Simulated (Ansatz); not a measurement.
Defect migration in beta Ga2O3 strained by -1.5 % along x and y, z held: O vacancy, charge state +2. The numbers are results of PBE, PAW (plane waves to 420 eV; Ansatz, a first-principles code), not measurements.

Cell of 120 host sites held at the strained lattice (strain from the relaxed PBE one, atoms relaxed); the Γ point alone; Fermi-Dirac width 0.01 eV, spin-restricted; finite-size errors left in. Static, classical nuclei. The charge state is imposed; whether it is stable for some Fermi level was not computed. Forms of the defect that were not tried may lie lower. The start lies 0.057 eV above the lowest site run (PBE).

Barriers: single points on a 2×2×2 k-point mesh shifted by half a step at the bands' geometries (they differ from the bands' own by up to 0.05 eV, and are uncertain by about as much).

The step: one O atom jumps into the vacancy from a nearby O site (strongly reconstructed ends). Atoms about the jump, Cartesian Å from the middle of the jump, before and after:

| atom | x0 | y0 | z0 | x1 | y1 | z1 |
|---|---|---|---|---|---|---|
| O1 | 0.73 | 0.72 | 0.89 | -0.73 | -0.72 | -0.89 |
| Ga2 | -1.19 | 0.92 | 0.44 | -1.32 | 0.76 | 0.19 |
| Ga3 | 2.09 | 0.76 | -0.42 | 2.93 | 0.76 | -0.94 |
| O4 | -1.32 | -0.76 | 1.52 | -1.22 | -0.67 | 1.65 |
| Ga5 | -1.19 | -2.43 | 0.44 | -1.12 | -2.28 | 0.24 |
| O6 | 1.54 | 0.74 | -2.18 | 1.66 | 0.76 | -2.23 |
| O7 | 0.73 | -2.23 | 0.89 | 0.75 | -2.25 | 0.99 |
| O8 | -0.74 | 2.25 | -0.89 | -0.73 | 2.24 | -0.89 |
| Ga9 | -1.70 | -0.76 | -3.75 | -1.21 | -0.76 | -2.70 |
| Ga10 | 2.09 | -2.28 | -0.42 | 2.05 | -2.26 | -0.38 |
| O11 | 3.09 | -0.76 | -0.10 | 3.05 | -0.77 | 0.04 |
| O12 | 1.54 | -2.26 | -2.18 | 1.58 | -2.25 | -2.16 |
| Ga13 | 0.67 | -0.76 | 2.33 | 0.57 | -0.89 | 2.51 |
| O14 | -2.99 | 0.76 | -0.13 | -3.15 | 0.76 | -0.12 |
| O15 | -2.29 | 0.75 | -2.90 | -2.23 | 0.76 | -2.96 |
| O16 | -1.29 | 2.33 | 1.74 | -1.22 | 2.19 | 1.65 |
| O17 | -0.74 | -3.76 | -0.89 | -0.72 | -3.79 | -0.92 |
| Ga18 | 1.96 | -0.76 | -3.35 | 1.96 | -0.77 | -3.41 |
| O19 | 3.08 | 2.28 | -0.09 | 3.05 | 2.29 | 0.04 |
| Ga20 | -1.22 | 2.25 | -2.68 | -1.21 | 2.28 | -2.70 |
| O21 | -2.99 | -2.27 | -0.13 | -3.03 | -2.26 | -0.10 |
| O22 | 0.08 | -0.76 | -4.19 | 0.08 | -0.75 | -4.06 |
| O23 | -2.29 | -2.26 | -2.90 | -2.25 | -2.26 | -2.96 |

**Question.** Where do these atoms stand at the saddle point, and how high is it?

**Answer.** 
```csv
atom,x,y,z
O1,0.08,-0.20,-0.48
Ga2,-1.23,0.89,0.25
Ga3,1.86,0.59,-0.63
O4,-1.26,-0.75,1.68
Ga5,-1.13,-2.31,0.45
O6,1.64,0.77,-2.42
O7,0.77,-2.32,1.06
O8,-0.70,2.39,-0.90
Ga9,-1.22,-0.66,-2.95
Ga10,2.03,-2.33,-0.39
O11,2.99,-0.78,-0.10
O12,1.55,-2.25,-2.18
Ga13,0.58,-0.90,2.51
O14,-3.05,0.78,-0.12
O15,-2.19,0.83,-2.85
O16,-1.21,2.21,1.69
O17,-0.69,-3.68,-0.86
Ga18,2.04,-0.78,-3.45
O19,2.85,2.08,-0.06
Ga20,-1.16,2.38,-2.70
O21,-2.97,-2.20,-0.10
O22,0.13,-0.75,-4.15
O23,-2.19,-2.18,-2.86
```
It lies 1.50 eV above the start and 1.56 eV above the end. The saddle point's order was not checked.
